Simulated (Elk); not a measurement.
Elk run on LiMg3 (P6_3/mmc, 8 atoms in the cell): self-consistent single point.

Method: PBEsol, all-electron FP-LAPW, Elk's shipped species files, default APW+lo basis (Elk 10.2.4).

The change in words: lattice scaled by 0.98. Reference geometry:
```
LiMg3
1.0
    6.27104     0.00000     0.00000
   -3.13552     5.43088     0.00000
    0.00000     0.00000     5.06495
Li Mg
2 6
Direct
  0.66667   0.33333   0.75000
  0.33333   0.66667   0.25000
  0.16737   0.33475   0.75000
  0.83262   0.66525   0.25000
  0.83262   0.16737   0.25000
  0.16737   0.83262   0.75000
  0.66525   0.83262   0.75000
  0.33475   0.16737   0.25000
```

Reference input (self-consistent single point, DFT, PBEsol, all-electron FP-LAPW, Elk's shipped species files, default APW+lo basis): xctype = 22; swidth = 0.00499791 Ha; ngridk = 5 5 5; maxscl = 100. This run's input differs from it in these lines:

```diff
@@ -13,5 +13,5 @@
 avec
-   11.8505481731   -0.0000000131    0.0000000000
-   -5.9252740752   10.2628757733    0.0000000000
-    0.0000000000    0.0000000000    9.5713683349
+   11.6135365843    0.0000005170    0.0000000000
+   -5.8067687399   10.0576174513    0.0000000000
+    0.0000000000    0.0000000000    9.3799409682
```

The program printed (abridged):

```
│ Self-consistent loop started │
│ Loop number : 1 │
 total energy                :     -1213.32713363
│ Loop number : 2 │
 total energy                :     -1213.35423222
RMS change in Kohn-Sham potential (target) :    19.63217958     (  0.1000000000E-05)
Absolute change in total energy (target)   :   0.2709858760E-01 (  0.1000000000E-03)
│ Loop number : 3 │
 total energy                :     -1213.93768840
RMS change in Kohn-Sham potential (target) :    10.62133770     (  0.1000000000E-05)
Absolute change in total energy (target)   :   0.5902308292     (  0.1000000000E-03)
│ Loop number : 4 │
   [... lines left out ...]
Absolute change in total energy (target)   :   0.1903379871E-04 (  0.1000000000E-03)
│ Loop number : 14 │
 total energy                :     -1214.47007425
RMS change in Kohn-Sham potential (target) :   0.1328830098E-05 (  0.1000000000E-05)
Absolute change in total energy (target)   :   0.2680844773E-05 (  0.1000000000E-03)
│ Loop number : 15 │
 total energy                :     -1214.47007518
RMS change in Kohn-Sham potential (target) :   0.3687738668E-06 (  0.1000000000E-05)
Absolute change in total energy (target)   :   0.1594637752E-05 (  0.1000000000E-03)
Convergence targets achieved

│ Loop number : 16 │

Energies :
 Fermi                       :     0.111211610627
 total energy                :     -1214.47007548

Density of states at Fermi energy :    70.58070877
 (states/Hartree/unit cell)

Estimated indirect band gap :   0.3540134989E-02
 from k-point     24 to k-point     14
Estimated direct band gap   :   0.8024315167E-02
 at k-point     14

Charges :
 core                        :    12.00000000
 valence                     :    66.00000000
 interstitial                :    10.70982122
 muffin-tins (core leakage)
  species :    1 (Li)
   atom    1                 :    2.154114737     (   0.000000000    )
   atom    2                 :    2.154114737     (   0.000000000    )
  species :    2 (Mg)
   atom    1                 :    10.49698858     (   0.000000000    )
   [... lines left out ...]
   atom    4                 :    10.49698858     (  0.6661338148E-15)
   atom    5                 :    10.49699749     (  0.6661338148E-15)
   atom    6                 :    10.49698858     (   0.000000000    )
 total in muffin-tins        :    67.29017878
 total calculated charge     :    77.96709662
 total charge                :    78.00000000
 error                       :   0.3290337522E-01

│ Self-consistent loop stopped │
```

The run converged in 16 iterations. The count includes the last loop, which Elk runs after its targets are met. Against the reference run the free energy goes up by 4.2 meV/atom.

The starting cell comes from a database of computed structures (which also holds hypothetical and non-ambient phases and stackings), without a prior relaxation at this level. For this run, on top of that: lattice scaled by 0.98. Values depend on the basis (sphere radii, cutoffs, local orbitals), which need not be converged. The log's line on a gap gives a spacing of levels on this mesh, which the program prints for metals too.

Cost on one core of a shared machine: roughly 3 min.
